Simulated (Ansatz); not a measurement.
What strain tensor (xx, yy, zz, yz, xz, xy) = (+1.79, −1.05, −0.01, −0.66, −0.24, +1.51) % does to SiS2

The parent structure is SiS2 (space group Ibam, No. 72; a = 5.8031 Å, b = 9.8918 Å, c = 5.5455 Å; made of chains). Axes: x, y, z lie along a, b, c of the conventional cell.

One thing is altered: the symmetric strain tensor [0.0179 0.0151 -0.0024; 0.0151 -0.0105 -0.0066; -0.0024 -0.0066 -0.0001]; the atoms relax in the strained cell.

All numbers come from Ansatz (an electronic-structure program) r2SCAN, spin-orbit coupling left out. Γ-centred 8×8×8 mesh, Fermi–Dirac width 0.05 eV.

- Volume per atom = 26.71 Å³ (base 26.53 Å³)
- Space group = P-1 (No. 2) (base Ibam (No. 72))
- Shortest interatomic distance = 2.133 Å (base 2.134 Å)
- Energy relative to the base (free energy F) = +0.5 meV/atom
- Pressure (mean of the normal stresses, compression positive) = 0.02 GPa (base 0.00 GPa)
- Band gap = 3.33 eV (base 3.31 eV)
- Gap character = indirect, Z → k = (3/8, 3/8, -3/8) in the run's primitive reciprocal basis
- Smallest direct gap = 3.59 eV (base 3.61 eV)
- Electron mass = 0.82 mₑ along x, 1.2 mₑ along y, 0.76 mₑ along z (off the special points) (base 0.82 mₑ along a, 1.2 mₑ along b, 0.76 mₑ along c (off the special points))
- Largest internal atomic displacement = 0.053 Å
- Stress (xx, yy, zz, yz, xz, xy; compression positive) = (-0.03, 0.01, 0.06, 0.05, 0.00, -0.13) GPa

Final structure:

```xyz
6
Lattice="-2.8856 4.8322 2.7469 2.8725 -4.8685 2.7981 3.0344 4.9558 -2.8117" Properties=species:S:1:pos:R:3 pbc="T T T"
S      1.8392     3.8077     2.7240
S      1.1337    -1.1712     2.7683
S      1.8877     6.0907    -0.0350
S      1.1822     1.1118     0.0093
Si    -0.0104    -0.0273     4.1600
Si    -0.0026    -0.0090     1.3849
```

Cost of the whole job for the changed cell (relaxation, final SCF and bands): roughly 10 core-minutes.

Effective masses come from finite differences of ±0.01 Å⁻¹. Stability against distortions was not tested. No dispersion term is included, though the crystal is made of layers, chains or molecules, so its spacings can come out too wide. Labels are those of the standard path for the cell's own space group.
